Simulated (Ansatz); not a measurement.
Worked calculations on one periodic cell of amorphous Hf$_{18}$O$_{39}$Ga$_{2}$: Hf18O39Ga2, 59 atoms, volume 758.7 Å³, made by a melt-quench on the CHGNet potential and relaxed with DFT. O atoms were pushed apart under 1.9 Å during the dynamics, to hinder bonds among them. It is a model cell: composition and starting density were chosen by hand, and all elements were melted together. Cycles of charging were run to anneal it. Level of theory: PBE, scalar-relativistic without spin-orbit coupling (plane waves to 420 eV, PAW; Ansatz, a quantum-chemistry and plane-wave program). Sampling: a 2×2×2 Γ-centred mesh; Fermi-Dirac width 0.02 eV; no spin polarisation. Its volume was held where the quench left it, its shape was free, and it stands at a mean pressure of -2.3 GPa with stress components up to 2.4 GPa; the relaxation ran on the zone centre alone. Its density went from a set 8.70 to 8.70 g/cm³. The cell is small and was quenched far faster than a real film, so it is one sample of the glass.

Q: Count formal charges (Hf +4, O -2, Ga +3). What does the count lead one to expect at the Fermi level, and what does the calculation give?

A: 18 × (+4) + 39 × (-2) + 2 × (+3) = 0. The charges balance, so the anion-derived valence states can be full and a gap can open. On this mesh the highest filled and lowest empty level lie 3.80 eV apart, the PBE gap of this cell.

Four energies for an added electron at PBE on the zone centre alone (charged cells in a uniform background, spin-polarised): neutral at the neutral geometry -312770.310 eV; charged at the neutral geometry -312754.992 eV; charged and relaxed -312755.343 eV; neutral at the charged geometry -312769.134 eV.

Q: Find the two relaxation energies and their sum, the reorganisation energy.

A: On charging: -312754.992 − (-312755.343) = 0.351 eV. On discharging: -312769.134 − (-312770.310) = 1.176 eV. The sum is 1.527 eV. The carrier's level spreads over 5 of the 59 atoms' worth, so it counts as localised, most on one Ga atom with neighbours O 1.85 Å, O 1.91 Å, O 1.91 Å, O 1.91 Å (neutral geometry). The values are uncorrected: the image energy of a point charge in this cell, 2.84 × 14.40 / (2 × 9.1) = 2.2 eV before screening, is screened by electrons alone at the fixed geometry and by ions too after relaxing, and the carrier can be spread before it relaxes, so each term can be off by up to that value times 1/ε∞, some tenths of an eV. PBE's self-interaction favours spread-out carriers, so a hybrid can localise more.

Four energies for a hole at PBE on the zone centre alone (charged cells in a uniform background, spin-polarised): neutral at the neutral geometry -312770.310 eV; charged at the neutral geometry -312781.796 eV; charged and relaxed -312781.887 eV; neutral at the charged geometry -312770.101 eV.

Q: Find the two relaxation energies and their sum, the reorganisation energy.

A: On charging: -312781.796 − (-312781.887) = 0.091 eV. On discharging: -312770.101 − (-312770.310) = 0.209 eV. The sum is 0.300 eV. The carrier's level spreads over 9 of the 59 atoms' worth, so it counts as partly localised, most on one O atom with neighbours Hf 2.07 Å, Hf 2.12 Å, Hf 2.16 Å, Hf 2.83 Å (neutral geometry). The values are uncorrected: the image energy of a point charge in this cell, 2.84 × 14.40 / (2 × 9.1) = 2.2 eV before screening, is screened by electrons alone at the fixed geometry and by ions too after relaxing, and the carrier can be spread before it relaxes, so each term can be off by up to that value times 1/ε∞, some tenths of an eV. PBE's self-interaction favours spread-out carriers, so a hybrid can localise more.
